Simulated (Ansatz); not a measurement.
Start from MoS2 in the 3R-MoS2 type structure (space group R3m, No. 160; a = 3.153 Å, c = 17.994 Å (hexagonal axes); layered, stacked along the Cartesian z axis).

Levels (all Ansatz, a program for electronic structure, PAW, earlier PAW set): PBE-D3(BJ) (420 eV, scalar-relativistic without spin-orbit coupling); r2SCAN (500 eV, scalar-relativistic without spin-orbit coupling).

The geometry is relaxed with PBE-D3(BJ).

- PBE-D3(BJ) smallest direct gap: 1.77 eV
- PBE-D3(BJ) lowest conduction level above the VBM at special points: S₀ 0.98 eV; S₂ 0.98 eV; H₂ 1.01 eV; H₀ 1.01 eV
- PBE-D3(BJ) gap character: indirect, T → Γ–S₀ (56 % along)

Q: How does going to r2SCAN change the smallest direct gap, lowest conduction level above the VBM at special points and gap character?

A: The smallest direct gap grows by 0.109 eV to 1.87 eV; the lowest conduction level above the VBM at special points changes from S₀ 0.98 eV; S₂ 0.98 eV; H₂ 1.01 eV; H₀ 1.01 eV to S₀ 1.04 eV; S₂ 1.04 eV; H₂ 1.08 eV; H₀ 1.08 eV; the gap character is still indirect, T → Γ–S₀ (56 % along).

Single points use the geometry relaxed with PBE-D3(BJ). Semilocal Kohn–Sham gaps tend to fall short of experiment. No phonon test of stability was made.
